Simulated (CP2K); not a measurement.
## Convergence study of shifted k-point meshes for BaAlGeH (P3m1, 4 atoms in the cell)

```xyz
4
Lattice="4.3604 0.0000 0.0000 -2.1802 3.7762 0.0000 0.0000 0.0000 5.2238" Properties=species:S:1:pos:R:3 pbc="T T T"
Ba     0.0000     2.5175     0.5673
Al     0.0000     0.0000     3.3503
Ge     2.1802     1.2587     2.8874
H      0.0000     0.0000     5.0822
```

Level of theory: PBEsol, GPW, DZVP-MOLOPT-SR-GTH basis, GTH-PBE potentials (GTH_POTENTIALS) run with CP2K 2026.2.

Base settings: CUTOFF = 500 Ry; REL_CUTOFF = 50 Ry; KPOINTS/SCHEME = MONKHORST-PACK 3 3 2; GAMMA_CENTERED = T; XC_FUNCTIONAL = PBE:PBESOL; Ba/BASIS_SET = DZVP-MOLOPT-SR-GTH-q10; Ba/POTENTIAL = GTH-PBE-q10; Al/BASIS_SET = DZVP-MOLOPT-SR-GTH-q3; Al/POTENTIAL = GTH-PBE-q3; Ge/BASIS_SET = DZVP-MOLOPT-SR-GTH-q4.

In this ladder: GAMMA_CENTERED = default.

Shifted meshes do not hold Γ, so a gap read on them misses any band edge there.

Only quantities that move along the ladder and can be compared are tabulated.

The starting cell comes from a database of computed structures (which also holds hypothetical and non-ambient phases and stackings), without a prior relaxation at this level. Its lattice was rescaled by up to half a per cent. One atom was moved a little off its site on purpose. Values carry the incompleteness of an atom-centred basis. The potentials were made for another functional than the one used.

| KPOINTS/SCHEME | free energy less the last step's (meV/atom) | pressure (GPa) | largest difference of a force vector from the last step's (eV/Å) | gap on the mesh (eV) |
|---|---|---|---|---|
| MACDONALD 2 2 1 0 0 0.5 | -180.88 | 0.58 | 0.319 | 2.188 |
| MONKHORST-PACK 2 2 2 | -56.67 | -0.19 | 0.267 | 1.507 |
| MACDONALD 3 3 2 0.1666666667 0.1666666667 0 | -14.81 | -0.17 | 0.089 | 1.140 |
| MACDONALD 4 4 3 0 0 0.1666666667 | -4.60 | -0.21 | 0.025 | 0.903 |
| MACDONALD 5 5 4 0.1 0.1 0 | -1.83 | -0.20 | 0.016 | 0.686 |
| MONKHORST-PACK 6 6 4 | -0.71 | -0.21 | 0.010 | 0.627 |
| MACDONALD 6 6 5 0 0 0.1 | -0.67 | -0.20 | 0.010 | 0.662 |
| MACDONALD 7 7 5 0.07142857143 0.07142857143 0.1 | -0.31 | -0.20 | 0.006 | 0.591 |
| MONKHORST-PACK 8 8 6 | -0.10 | -0.20 | 0.003 | 0.565 |
| MACDONALD 9 9 7 0.05555555556 0.05555555556 0.07142857143 | -0.04 | -0.20 | 0.002 | 0.534 |
| MONKHORST-PACK 10 10 8 | -0.02 | -0.20 | 0.001 | 0.526 |
| MACDONALD 11 11 8 0.04545454545 0.04545454545 0 | -0.01 | -0.20 | 0.001 | 0.519 |
| MACDONALD 13 13 9 0.03846153846 0.03846153846 0.05555555556 | 0.00 | -0.20 | 0.000 | 0.478 |
| MONKHORST-PACK 14 14 10 | 0.00 | -0.20 | 0.000 | 0.490 |
| MACDONALD 15 15 11 0.03333333333 0.03333333333 0.04545454545 | 0.00 | -0.20 | 0.000 | 0.471 |

Coarsest KPOINTS/SCHEME that holds the free energy within 1 meV/atom of the last step, with all finer ones: MONKHORST-PACK 6 6 4; the step before is off by 1.8 meV/atom.

Coarsest KPOINTS/SCHEME that holds the forces within 0.02 eV/Å of the last step, with all finer ones: MACDONALD 5 5 4 0.1 0.1 0; the step before is off by 0.025 eV/Å.

The gap on the mesh jumps up and down from mesh to mesh; it is no smooth measure of convergence.
